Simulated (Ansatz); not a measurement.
The starting structures come from a database of crystals and need not be the phases stable at ambient conditions.

**Evanescent states of Si (P6_3/mmc, not sure to be the ambient phase, 4 atoms a cell, 20.1 Å³ an atom) along the normal of (111)**

Method: r2SCAN (plane waves, PAW; Ansatz, a quantum-chemistry and plane-wave program).

The gap is the functional's own, uncorrected, and κ follows it; spin-orbit coupling is left out. Mid-gap values are interpolated between the computed energies.

Energies count from the valence-band top; κ is the least over a 6×6 mesh across the current.

| E (eV) | κ (1/Å) | where |
|---|---|---|
| 0.03 | 0.030 | Γ |
| 0.07 | 0.052 | Γ |
| 0.12 | 0.066 | Γ |
| 0.17 | [?] | Γ |
| 0.23 | [?] | Γ |
| 0.28 | [?] | Γ |
| 0.33 | [?] | off Γ |
| 0.38 | [?] | off Γ |
| 0.42 | [?] | off Γ |
| 0.47 | 0.061 | off Γ |
| 0.53 | 0.048 | off Γ |
| 0.57 | 0.028 | off Γ |

### Question
Fill in the missing entries.

### Answer

- 0.17, κ (1/Å): 0.077
- 0.23, κ (1/Å): 0.087
- 0.28, κ (1/Å): 0.095
- 0.33, κ (1/Å): 0.089
- 0.38, κ (1/Å): 0.081
- 0.42, κ (1/Å): 0.072
